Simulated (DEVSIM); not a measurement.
System: Schottky contact on n-type InP, at 300 K.

Layer 1 from the left is InP, thickness (μm) 14.0, Nd (cm⁻³) 1.7e15, τn (s) 6.2e-8, τp (s) 6.2e-8.

Left contact: Schottky, work function 5.58 eV, emission velocity 1.6e6 cm/s. Right contact: ohmic. Voltage is applied to the left contact. Recombination: SRH at mid-gap. Mobility is μmin + (μ − μmin)/(1 + (N/Nref)^α).

This is a model device: material constants are rounded textbook-type values typed into the input, and sizes, dopings and lifetimes were drawn at random. Values at 300 K.

InP: gap (eV) 1.344, affinity (eV) 4.38, permittivity 12.5, Nc (cm⁻³) 5.7e17, Nv (cm⁻³) 1.1e19, μn (cm²/Vs) 5200, μp (cm²/Vs) 170, μn,min 400, μp,min 10, Nref,n 3e17, Nref,p 4.9e17, αn 0.47, αp 0.62.

Model (solved in DEVSIM): 1D drift-diffusion, Boltzmann statistics, complete ionisation; no tunnelling, impact ionisation, image-force lowering or self-heating. Metal contacts follow the ideal Schottky-Mott rule: no Fermi-level pinning, no interface dipoles.

Dark forward current:

```csv
|V| (V),|J| (A/cm²)
0.05,1.699e-10
0.10,5.949e-10
0.15,1.734e-9
0.20,4.833e-9
0.25,1.332e-8
0.30,3.665e-8
0.35,1.013e-7
0.40,2.834e-7
0.45,8.112e-7
0.50,2.436e-6
0.55,8.028e-6
0.60,3.086e-5
0.65,0.0001438
0.70,0.0007952
0.75,0.004918
0.80,0.03221
0.85,0.2153
0.90,1.396
0.95,7.589
1.00,28.44
1.05,74.06
1.10,150.7
1.15,261.9
1.20,409.5
1.25,594.1
1.30,816.0
```

Task: Work out the local ideality factor n = ΔV / (kT/q · ln(J2/J1)) between the rows 0.15 and 0.20 V, 0.80 and 0.85 V, 1.25 and 1.30 V.

Result: kT/q = 25.85 mV. From 0.15 to 0.20 V: ln(4.833e-9/1.734e-9) = 1.025, n = 1.89, near the 2 of recombination in the depletion region. From 0.80 to 0.85 V: ln(0.2153/0.03221) = 1.900, n = 1.02, near the 1 of diffusion or emission over a barrier. From 1.25 to 1.30 V: ln(816.0/594.1) = 0.317, n = 6.09.

Task: Estimate the current at 0.80 V for emission alone, J0 = q v N_band exp(−φB/kT), and read the barrier back from the simulated current.

Result: φB = 1.200 eV, N_band = 5.70e17 cm⁻³, J0 = 1.01e-15 A/cm²; J = J0 (exp(qV/kT) − 1) = 0.0278 A/cm². The simulation gives 0.0322 A/cm²; the estimate lies 14 % below. Read backwards, the simulated current gives an apparent barrier of 1.196 eV. The estimate leaves out transport through the depletion region and minority injection.
